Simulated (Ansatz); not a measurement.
The parent structure is ZnS in the wurtzite structure (space group P6_3mc, No. 186; a = 3.845 Å, c = 6.306 Å).

All numbers come from PBE in Ansatz (plane waves to 420 eV, PAW, without spin-orbit coupling).

Carriers are added at fixed cell with a uniform background; the Fermi–Dirac width is that of 300 K.

One change was made to it. Results:

| quantity | base | after |
|---|---|---|
| gap between the host's bands | 2.08 eV | 2.05 eV |
| Fermi level relative to the doped band's edge (positive inside the band; to 0.05 eV) | – | +1.15 eV |
| gap character | direct at Γ | direct at Γ |

### Question
Which change produced these results?
(A) electrons 1.0×10^21 cm⁻³
(B) holes 1.5×10^21 cm⁻³
(C) holes 2.0×10^21 cm⁻³
(D) electrons 7.0×10^21 cm⁻³

### Answer
A, electrons 1.0×10^21 cm⁻³. For comparison, the Fermi level from band edge in the other runs: electrons 7.0×10^21 cm⁻³ gives +1.65 eV; holes 2.0×10^21 cm⁻³ gives +0.25 eV; holes 1.5×10^21 cm⁻³ gives +0.20 eV.

Carriers are added with a uniform compensating background; total energy and stress of such cells depend on the potential's zero and are not compared; many-body gap narrowing is missing at this level. Stability against distortions was not tested.

Ansatz is a quantum-chemistry and plane-wave program.
